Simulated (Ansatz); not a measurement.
## Fluorite CoSi₂: elastic constant C44 by level of theory

No measured value is used here.

```json
[
 {"level (code)": "LDA (Ansatz)", "value (GPa)": "101", "cell (Å³/atom)": "12.22"},
 {"level (code)": "PBE (Ansatz)", "value (GPa)": "89.6", "cell (Å³/atom)": "12.83"},
 {"level (code)": "PBEsol (Ansatz)", "value (GPa)": "96.1", "cell (Å³/atom)": "12.49"},
 {"level (code)": "r²SCAN (Ansatz)", "value (GPa)": "104", "cell (Å³/atom)": "12.51"}
]
```

The crystal itself was run without spin with LDA, PBE, PBEsol, r²SCAN. Each level is taken at its own relaxed cell. Cutoffs differ between the levels. Ansatz's density-functional and Hartree–Fock values are scalar-relativistic unless marked +SOC, with PAW data made under PBE.

Ansatz is an electronic-structure program.
